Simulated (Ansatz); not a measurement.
# WS2: pressure 22.5 GPa

Consider WS2 in the 2H-MoS2 type structure (space group P6_3/mmc, No. 194; a = 3.115 Å, c = 11.773 Å; layered, stacked along the Cartesian z axis).

Perturbation: cell and atoms relaxed at a pressure of 22.5 GPa.

All numbers come from PBEsol-D3(BJ) (Ansatz, an electronic-structure program, PAW, no spin-orbit coupling). Settings: 12×12×3 k-points, 0.05 eV Fermi–Dirac smearing.

| quantity | base | changed | shift |
|---|---|---|---|
| volume per atom | 16.49 Å³ | 13.92 Å³ | -2.564 Å³ |
| density | 8.33 g/cm³ | 9.86 g/cm³ | +1.53 g/cm³ |
| lattice parameter a | 3.115 Å | 2.982 Å | -0.133 Å |
| c/a ratio | 3.780 | 3.638 | -0.142 |
| shortest interatomic distance | 2.389 Å | 2.342 Å | -0.047 Å |
| enthalpy H = E + PV relative to the base's energy | – | +2.10 eV/atom | – |
| band gap | 0.65 eV | zero | – |

Final structure:

```xyz
6
Lattice="2.9820 0.0000 0.0000 -1.4910 2.5825 0.0000 0.0000 0.0000 10.8473" Properties=species:S:1:pos:R:3 pbc="T T T"
W      0.0000     1.7217     2.7118
W      1.4910     0.8608     8.1355
S      0.0000     1.7217     6.5480
S      1.4910     0.8608     1.1244
S      1.4910     0.8608     4.2993
S      0.0000     1.7217     9.7229
```

A case with no gap was solved on a k-mesh chosen for an insulator, which is coarse for it. With W present, leaving out spin-orbit coupling can change the band edges. Load acts through the strain it causes; cell and atoms are relaxed under it. Stability against distortions was not tested. Competing high-pressure phases were not computed. The final runs are not spin-polarised. The zero or small gap of WS2 under pressure 22.5 GPa can change with the level of theory.
